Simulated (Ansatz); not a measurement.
For MgO (model structure, started from the HgO type, Fm-3m, No. 225, 6 atoms in the cell), PBE-D3(BJ) in Ansatz (PAW) gives:

```
Item                      Result
------------------  ------------
lattice constant a       4.208 Å
cohesive energy     5.28 eV/atom
band gap                 4.77 eV
```

Question: What does r²SCAN in Ansatz (plane waves, PAW) give for the same quantities?

Answer: 
- lattice constant a: 4.204 Å (decreases by 0.1 %)
- cohesive energy: 5.25 eV/atom (drops by 0.03 eV/atom)
- band gap: 5.69 eV (grows by 0.92 eV)

Changes are worked out from the printed values.

Unless a cell is named, each level is at its own relaxed cell (PBE-D3(BJ) 9.31, r²SCAN 9.29 Å³/atom).

Density-functional gaps are differences of (generalised) Kohn–Sham levels.

Ansatz's density-functional and Hartree–Fock values are scalar-relativistic unless marked +SOC, with PAW data made under PBE.

A model structure was made by putting elements into a prototype or built by hand; here it ended with the formula and space group of a phase in our tables.

Ansatz is a program for electronic structure.
